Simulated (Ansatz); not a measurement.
Cubic perovskite CsCaF₃ was calculated with PBEsol in Ansatz (plane waves, PAW).

Input:

Ansatz 0.2 input:
```yaml
crystal:
  lattice:
    - [4.4328279612, 0.0, 0.0]
    - [0.0, 4.4328279612, 0.0]
    - [0.0, 0.0, 4.4328279612]
  atoms:
    - { symbol: Cs, position: [0.0, 0.0, 0.0] }
    - { symbol: Ca, position: [0.5, 0.5, 0.5] }
    - { symbol: F, position: [0.5, 0.0, 0.5] }
    - { symbol: F, position: [0.0, 0.5, 0.5] }
    - { symbol: F, position: [0.5, 0.5, 0.0] }
basis:
  ecutwfc: 520
  ecutrho_ratio: 4
  xc_grid: 2
kpoints:
  mp_grid: { grid: [8, 8, 8] }
hamiltonian:
  xc: pbesol
  dispersion: none
  pseudopotentials: { kind: paw }
scf:
  occupations: { method: fermi_dirac, width: 0.01 }
  convergence: { dr2_threshold: 0.0000000005 }
output:
  forces: true
  stress: true
  eigenvalues: true
```

### Question
How many irreducible k-points, plane waves at Γ does the program set up, and what pressure does the run end with?

### Answer
35 irreducible k-points, 2325 plane waves at Γ; P = 2.39 GPa, so the cell is compressed on average and its volume would grow at this level.

Excerpt of the program's output:

```
Crystal: 5 atoms, lattice volume = 87.105 Å³
Basis set: ecut = 520 eV, 2325 PW (Γ), exchange–correlation on 72×72×72 points (8 copies of the dense FFT grid, shifted against one another)
Bands: 25, of which v1, the nominal top of the filled ones, is band 20 counted from 1 (19 counted from 0)
Symmetry: 48 space group operations
Space group: Pm-3m (ITA 221), of the structure as read, at distance tolerance 4.4e-5 Å
k-points: 35 of 512
Functional: x = pbesol(κ = 0.804, μ = 0.12345679012345678), c = pbesol(β = 0.046)
SCF iter   1: F=—  HF=-9789.889030 eV  |F-HF|=—  |Δ(HF+E_count)|=         —  Δρ=1.22e-2  dr2=8.54e-2
SCF iter   2: F=—  HF=-9789.866912 eV  |F-HF|=—  |Δ(HF+E_count)|=   2.21e-2  Δρ=3.14e-3  dr2=3.48e-3
  ...
SCF iter   6: F=—  HF=-9789.866086 eV  |F-HF|=—  |Δ(HF+E_count)|=   2.68e-7  Δρ=3.56e-6  dr2=5.18e-9
SCF iter   7: F=-9789.866086 eV  HF=-9789.866086 eV  |F-HF|=5.04e-10  |Δ(HF+E_count)|=   9.31e-9  Δρ=5.42e-7  dr2=1.94e-10
SCF 1 converged in 7 iterations: F = -9789.866086 eV  dr2 = 1.94e-10
SCF converged after 7 iterations
Free energy (F): -9789.866086 eV
Internal energy: -9789.866086 eV  (E = F + TS)
E sigma→0 (E₀):  -9789.866086 eV
Fermi energy:    6.760176 eV
--- Forces (eV/Å), atoms counted from 1 ---
  atom   1  Cs    -0.00000000     0.00000000    -0.00000000
  atom   2  Ca     0.00000000     0.00000000     0.00000000
  atom   3  F      0.00000000    -0.00000000     0.00000000
  atom   4  F      0.00000000     0.00000000     0.00000000
  atom   5  F     -0.00000000    -0.00000000    -0.00000000
--- Stress (GPa, compression-positive) ---
        2.391612       0.000000       0.000000
        0.000000       2.391612       0.000000
        0.000000       0.000000       2.391612
  P = ⅓ Tr σ = 2.3916 GPa (23.916 kbar)
```

The cell is one volume of an energy–volume scan, off the minimum.

The PAW data were made under PBE.

Ansatz is a program for electronic structure.
